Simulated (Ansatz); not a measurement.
L1₂ (Cu3Au-type) Ni₃Si, treated with PBEsol-D3(BJ) (plane waves, PAW; Ansatz, a program for electronic structure).

Numerical settings: plane-wave cutoff 520 eV, 16×16×16 k mesh, Fermi–Dirac smearing 0.05 eV, no spin polarisation, scalar-relativistic PAW data made under PBE.

Results at a series of volumes:

| V (Å³/atom) | E − E_lowest (meV/atom) | P (GPa) |
|---|---|---|
| 9.456 | 33.56 | 18.75 |
| 9.657 | 14.45 | 11.82 |
| 9.858 | 3.55 | 5.64 |
| 10.060 | 0.00 | 0.12 |
| 10.261 | 3.00 | -4.80 |
| 10.462 | 11.84 | -9.20 |
| 10.663 | 25.89 | -13.11 |

Estimate the bulk modulus from the pressures at 9.858 and 10.261 Å³/atom, and compare it with a fit to all energies.

B = −V dP/dV. Between V = 9.858 and 10.261 Å³/atom, dP/dV = (-4.80 − (5.64))/(10.261 − 9.858) = -25.9 GPa per Å³/atom; at the midpoint 10.059 Å³/atom this gives B ≈ 261 GPa. The third-order Birch–Murnaghan fit gives V0 = 10.064 Å³/atom, B0 = 260 GPa, B′ = 4.7, which lies within 1 % of that estimate.

Measured, for comparison: equilibrium volume per atom 10.81 Å³/atom (temperature not stated, not corrected to a static lattice; as tabulated in Metallic Nickel Silicides: Experiments and Theory for NiSi and First Principles …). Computed (rounded) less measured: equilibrium volume per atom -6.9 %.

It cost around 90 core-seconds (rough) of CPU time.
